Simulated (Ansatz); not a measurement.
ZrSi2, response to strain

The reference is ZrSi2 (space group Cmcm, No. 63; a = 3.6749 Å, b = 14.5713 Å, c = 3.6563 Å). Axes: x, y, z lie along a, b, c of the conventional cell.

Strains are applied to the cell and any free atomic positions relax.

Levels (all Ansatz, a program for electronic structure, PAW, earlier PAW set): PBEsol (420 eV, no spin-orbit coupling); r2SCAN (500 eV, without spin-orbit coupling); PBEsol+SOC (420 eV, noncollinear with spin-orbit coupling).

Pressures by level, all at the geometries relaxed with PBEsol:

```
case                               PBEsol     r2SCAN  PBEsol+SOC
------------------------------  ---------  ---------  ----------
base                              0.0 GPa    3.1 GPa     0.0 GPa
isotropic strain −1.16 %          5.2 GPa    8.6 GPa     5.2 GPa
isotropic strain +4.15 %        -13.0 GPa  -10.7 GPa   -13.0 GPa
uniaxial strain ε_yy = +1.59 %   -1.8 GPa    1.3 GPa    -1.8 GPa
```

Single points use the geometry relaxed with PBEsol. Their cutoffs differ, which shifts pressures a little. Differences between runs with and without spin-orbit coupling are approximate. Stability against distortions was not tested. The runs without spin-orbit coupling are not spin-polarised.
